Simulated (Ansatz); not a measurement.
C under load (space group Fd-3m), PBE, rigid bands run with Ansatz (a first-principles code). Condition of this run: hydrostatic pressure of -22 GPa (compression positive) (the target of the relaxation). Band gap 4.05 eV, N_c = 5.58e19 cm⁻³ and N_v = 4.10e19 cm⁻³ at 300 K, conductivity masses of 0.408 mₑ (electrons) and 0.491 mₑ (holes). Take k_BT = 0.02585 eV.

Problem. What built-in voltage has an abrupt junction with N_A = 1e16 and N_D = 1e18 cm⁻³, all dopants ionised?

Solution. V_bi = E_g/e − (k_BT/e) ln(N_c N_v/(N_A N_D)) = 4.05 − 0.02585 × 12.34 = 3.73 V, for the computed gap.

Problem. A film of it is 2 nm thick. Estimate the confinement energies in an infinite well.

Solution. ħ²π²/(2m t²) = 0.376 eV·nm²/(m/mₑ × t²) gives 230 meV for electrons and 191 meV for holes, so the gap would widen to about 4.47 eV. Finite barriers and nonparabolic bands lower this, and with several valleys or bands the heaviest mass along the normal sets the lowest level, not this average.

Problem. Find the intrinsic carrier density and the intrinsic Fermi level.

Solution. n_i = √(N_c N_v) exp(−E_g/2k_BT) = 4.78e19 × exp(−78.33) = 4.6e-15 cm⁻³. The level lies (k_BT/2) ln(N_v/N_c) = -4 meV from mid-gap (positive towards the conduction band). Each 0.1 eV added to the gap lowers n_i by a factor of 6.9.

Rigid bands with the computed gap; masses take one relaxation time for all states. Spin-orbit coupling is left out. Geometry: cell and atoms relaxed with PBEsol.
